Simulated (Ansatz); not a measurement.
## Pressure series in HfO2

Consider HfO2 in the fluorite structure (space group Fm-3m, No. 225; a = 5.098 Å).

Cell and atoms are relaxed at each pressure.

Computed with plane-wave PAW DFT at the PBE level (Ansatz, a program for electronic structure, 420 eV), scalar-relativistic without spin-orbit coupling, earlier PAW set.

```tsv
change	width of the top valence band	density
base	1.82 eV	10.55 g/cm³
pressure −2 GPa	1.81 eV	10.46 g/cm³
pressure −1 GPa	1.82 eV	10.51 g/cm³
pressure 3 GPa	1.83 eV	10.68 g/cm³
pressure 7 GPa	1.85 eV	10.84 g/cm³
pressure 15 GPa	1.89 eV	11.14 g/cm³
pressure 30 GPa	1.93 eV	11.65 g/cm³
pressure 50 GPa	1.99 eV	12.24 g/cm³
pressure 75 GPa	2.03 eV	12.89 g/cm³
pressure 100 GPa	2.08 eV	13.47 g/cm³
```

With Hf present, leaving out spin-orbit coupling can change the band edges. The levels and masses belong to the bands next to the band gap. Load acts through the strain it causes; cell and atoms are relaxed under it. No phonon test of stability was made. No other phases were tried under pressure. This is not the structure that HfO2 has at room temperature and ambient pressure.
